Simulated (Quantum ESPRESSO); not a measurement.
Worked example: self-consistent single point of GaCo (P1, 2 atoms in the cell) in Quantum ESPRESSO.

Level of theory: PBE, PSlibrary ultrasoft (PBE) pseudopotentials (plane waves; Quantum ESPRESSO).

The change in words: lattice scaled by 0.98. Reference geometry:
```xyz
2
Lattice="2.8472 0.0000 0.0000 0.0000 2.8472 0.0000 0.0000 0.0000 2.8472" Properties=species:S:1:pos:R:3 pbc="T T T"
Ga     1.4245     1.4197     1.4370
Co    -0.0009     0.0039    -0.0134
```
Moments meant for the start (each program seeds them in its own way; μB, in the order of the atoms Ga Co): 0.0 3.0.

Reference input (self-consistent single point, DFT, PBE, plane waves, PSlibrary ultrasoft (PBE) pseudopotentials): ecutwfc = 70 Ry; ecutrho = 420 Ry; occupations = smearing; smearing = fermi-dirac; degauss = 0.0073499 Ry; nspin = 2; potentials = {Ga: Ga.pbe-dn-rrkjus_psl.1.0.0.UPF, Co: Co.pbe-n-rrkjus_psl.1.0.0.UPF}; K_POINTS = automatic 7 7 7 0 0 0; conv_thr = 1e-11 Ry; mixing_beta = 0.4. This run's input differs from it in these lines:

```diff
@@ -32,5 +32,5 @@
 CELL_PARAMETERS {angstrom}
-   2.8472300000     0.0000000000     0.0000000000
-   0.0000000000     2.8472300000     0.0000000000
-   0.0000000000     0.0000000000     2.8472300000
+   2.7902850000     0.0000000000     0.0000000000
+   0.0000000000     2.7902850000     0.0000000000
+   0.0000000000     0.0000000000     2.7902850000
```

Output (repeated stretches shortened):

```
     Self-consistent Calculation

     iteration #  1     ecut=    70.00 Ry     beta= 0.40

     total energy              =    -242.30605747 Ry
     estimated scf accuracy    <       0.41711111 Ry

     total magnetization       =     0.89 Bohr mag/cell
     absolute magnetization    =     1.01 Bohr mag/cell

     iteration #  2     ecut=    70.00 Ry     beta= 0.40

     total energy              =    -242.39043298 Ry
     estimated scf accuracy    <       0.86243354 Ry

     total magnetization       =     1.06 Bohr mag/cell
     absolute magnetization    =     1.25 Bohr mag/cell

     iteration #  3     ecut=    70.00 Ry     beta= 0.40

   [... lines left out ...]
     absolute magnetization    =     1.05 Bohr mag/cell

   [... 21 blocks of this kind left out ...]

     iteration # 25     ecut=    70.00 Ry     beta= 0.40

     total energy              =    -242.55726658 Ry
     estimated scf accuracy    <          1.3E-11 Ry

     total magnetization       =     0.00 Bohr mag/cell
     absolute magnetization    =     0.00 Bohr mag/cell

     iteration # 26     ecut=    70.00 Ry     beta= 0.40

     Magnetic moment per site  (integrated on atomic sphere of radius R)
     atom   1 (R=0.354)  charge= 11.0934  magn=  0.0000
     atom   2 (R=0.354)  charge=  7.6042  magn= -0.0000
     End of self-consistent calculation

     Number of k-points >= 100: set verbosity='high' to print the bands.

     the Fermi energy is    16.6916 ev

!    total energy              =    -242.55726658 Ry
     estimated scf accuracy    <          5.6E-13 Ry
     smearing contrib. (-TS)   =      -0.00297617 Ry
     internal energy E=F+TS    =    -242.55429041 Ry

     total magnetization       =    -0.00 Bohr mag/cell
     absolute magnetization    =     0.00 Bohr mag/cell

     convergence has been achieved in  26 iterations

     Forces acting on atoms (cartesian axes, Ry/au):

     atom    1 type  1   force =    -0.00067251    0.00287131   -0.00982703
     atom    2 type  2   force =     0.00067251   -0.00287131    0.00982703

     Total force =     0.014510     Total SCF correction =     0.000000

          total   stress  (Ry/bohr**3)                   (kbar)     P=      239.74
   0.00163200  -0.00000026   0.00000089          240.08       -0.04        0.13
  -0.00000026   0.00163149  -0.00000379           -0.04      240.00       -0.56
   0.00000089  -0.00000379   0.00162566            0.13       -0.56      239.14

   JOB DONE.
```

The run converged in 26 iterations. Against the reference run the free energy goes up by 69.5 meV/atom, the pressure goes from 8.66 to 23.97 GPa and the largest force goes from 0.209 to 0.264 eV/Å. The full log also holds: “c_bands:  3 eigenvalues not converged”.

The starting cell comes from a database of computed structures (which also holds hypothetical and non-ambient phases and stackings), without a prior relaxation at this level. Its atoms were displaced at random from the sites of space group no. 221. For this run, on top of that: lattice scaled by 0.98. The starting moments vanished: the run ended non-magnetic, which need not be the lowest state. With a pressure of about 24 GPa the cell is away from its equilibrium volume at this level.

Cost on one core of a shared machine: roughly 6 min.
